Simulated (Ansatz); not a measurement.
Related cells compared by their density of states at the Fermi level.

Cell A: Fe (hcp, P6₃/mmc), 2 atoms in the cell; this is a cell whose start was taken from, or built on, an entry of a structure database, and that this text hasn't matched to a measured one; spin state with r2SCAN: parallel moments, net moment 5.6 μB a cell, k-point mesh 30×30×16 on the run's own vectors.
```
CELL_PARAMETERS angstrom
      2.53638     0.00000     0.00000
     -1.26819     2.19657     0.00000
      0.00000     0.00000     4.38190
ATOMIC_POSITIONS crystal
  Fe 0.33333 0.66667 0.25000
  Fe 0.66667 0.33333 0.75000
```

Cell B: Ru (hcp, P6₃/mmc), 2 atoms in the cell; spin state with r2SCAN: run without spin, k-point mesh 30×30×14 on the run's own vectors.
```yaml
crystal:
  lattice:
    - [2.70422, 0.00000, 0.00000]
    - [-1.35211, 2.34193, 0.00000]
    - [0.00000, 0.00000, 4.26308]
  atoms:
    - { symbol: Ru, position: [0.33333, 0.66667, 0.25000] }
    - { symbol: Ru, position: [0.66667, 0.33333, 0.75000] }
```

Cell C: Os (hcp, P6₃/mmc), 2 atoms in the cell; spin state with r2SCAN: run without spin, k-point mesh 30×30×14 on the run's own vectors.
```
Os
1.0
    2.73812     0.00000     0.00000
   -1.36906     2.37128     0.00000
    0.00000     0.00000     4.31792
Os
2
Cartesian
  0.00000   1.58086   1.07948
  1.36906   0.79043   3.23844
```

All numbers come from Ansatz (an electronic-structure program), plane waves with PAW, its default PAW set, cutoff 500 eV. The structures are at rest with r2SCAN. Neutral cells; Fermi-Dirac smearing of at most 0.10 eV in the solids, energies taken to zero width. The runs are scalar-relativistic, without spin-orbit coupling. No search over spin orders was made beyond those shown. A dispersion term ran beside these levels; it doesn't touch the electrons. Both spins, broadened by a Gaussian of 0.2 eV on the run's mesh.

### Question
Give the density of states at the Fermi level (states/eV per atom) at the level r2SCAN, cell by cell.

### Answer
```
cell  r2SCAN
----  ------
A        1.1
B       0.78
C       0.58
```

With r2SCAN the value is lowest for C and highest for A.
